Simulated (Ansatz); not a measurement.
Data:

```yaml
crystal:
  lattice:
    - [0.00000, 2.43109, 2.37862]
    - [2.43109, 0.00000, 2.37862]
    - [2.43109, 2.43109, 0.00000]
  atoms:
    - { symbol: Be, position: [0.00000, 0.00000, 0.00000] }
    - { symbol: S, position: [0.75000, 0.75000, 0.75000] }
```

Calculation: PBEsol with spin-orbit coupling, rigid bands (plane waves, PAW; Ansatz, a first-principles code). Condition of this run: uniaxial stress zz = 2 GPa (compression positive) (the target of the relaxation). Geometry: cell and atoms relaxed with PBEsol, then loaded as said.

### Question
Predict the electron conductivity mass (n e² τ/σ) at 300 K, by direction if it differs.

### Answer
0.30 (x), 0.30 (y), 0.77 (z) mₑ.

### Question
Predict the hole conductivity mass (n e² τ/σ) at 300 K, by direction if it differs.

### Answer
0.71 (x), 0.71 (y), 0.68 (z) mₑ.

### Question
And the band gap?

### Answer
2.69 eV at this level; semilocal functionals usually fall short of the measured gap.

Rigid bands, one relaxation time for all states, no polarons.
